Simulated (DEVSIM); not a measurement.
Device: abrupt GaSb p-n junction, at 300 K.

Layer 1 from the left is GaSb, thickness (μm) 2.60, Na (cm⁻³) 7.3e15, τn (s) 5e-9, τp (s) 5e-9. Layer 2 from the left is GaSb, thickness (μm) 1.30, Nd (cm⁻³) 2.3e15, τn (s) 5e-9, τp (s) 5e-9.

Left contact: ohmic. Right contact: ohmic. Voltage is applied to the left contact. Recombination: SRH at mid-gap. Mobility is constant in doping.

This is a model device: material constants are rounded textbook-type values typed into the input, and sizes, dopings and lifetimes were drawn at random. Values at 300 K.

GaSb: gap (eV) 0.726, affinity (eV) 4.06, permittivity 15.7, Nc (cm⁻³) 2.1e17, Nv (cm⁻³) 1.8e19, μn (cm²/Vs) 5000, μp (cm²/Vs) 850.

Task: Estimate by hand the built-in potential, the peak field at zero bias, and compare with a numerical solution.

Result: 
- Built-in potential: ni = √(Nc Nv) exp(−Eg/2kT) = 1.55e12 cm⁻³ with Eg = 0.726 eV; Vbi = kT/q ln(Na Nd/ni²) = 0.407 V; numerical 0.407 V.
- Peak field at zero bias: depletion approximation: W = √(2εVbi/(qN)) = 0.636 μm with N = 1.75e15 cm⁻³; field = 2Vbi/W = 12800 V/cm; numerical 12000 V/cm (estimate above by 6.8 %).

Simulated with DEVSIM: 1D drift-diffusion, Boltzmann statistics, complete ionisation; no tunnelling, impact ionisation, image-force lowering or self-heating.
